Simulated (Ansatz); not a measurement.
Os: stress against strain

Os (hcp, P6_3/mmc, 13.896 Å³/atom at rest, c along z) under an equal strain ε in the (0001) plane with the normal axis free, as in a coherent film. PBEsol in Ansatz, a plane-wave DFT program (PAW, default set), 420 eV, 24×24×14 Γ-centred mesh, Fermi-Dirac smearing 0.10 eV; ions are relaxed within the symmetry of each cell. Stress is positive for a compressed cell.

Here s stands for strain and y for stress xx.

| strain (%) | stress xx (GPa) |
|---|---|
| -1.50 | 14.77 |
| -1.00 | 9.55 |
| -0.50 | 4.63 |
| 0.00 | 0.00 |
| 0.50 | -4.35 |
| 1.00 | -8.44 |
| 1.50 | -12.28 |
| 3.00 | ? |

Question: Using a straight line, estimate the missing y at s = 3.00 from the other rows, showing the fit.

Answer: Means: s 0, y 0.554. About the means, the sum of products is -63.055 and the sum of squares of s is 7.0000; the slope is their ratio. Least squares gives y = 0.554 - 9.0079·s. Residuals (row less fit): 0.704, -0.012, -0.428, -0.554, -0.400, 0.014, 0.678; standard error 0.567 (degrees of freedom: 5). The slope gives the biaxial elastic modulus of this plane = 901 ± 21 GPa. At the withheld row, y = 0.554 - 9.0079 × 3.0 = -26.470 GPa. The calculation gives -22.36 GPa, 4.110 GPa above the prediction (11.1 % of the range of y in the table). The row lies outside the fitted rows, so this is an extrapolation. From the scatter of the fitted rows alone, a prediction at this place has a standard error of 0.883 GPa, so the miss is 4.7 times that.

One order more, fitted to all 13 runs of the series, follows each within 0.16, so the miss is the next term of a smooth law. In a metal these values are sensitive to mesh and smearing; energies are taken to zero smearing, stresses follow the free energy. Rows are the converged runs of the series near zero and its far end; series whose fitted rows scatter by over a few per cent of the range, as at a crossing or softening among them, aren't shown in this form. Most that stay on the fit to the last digits aren't either.
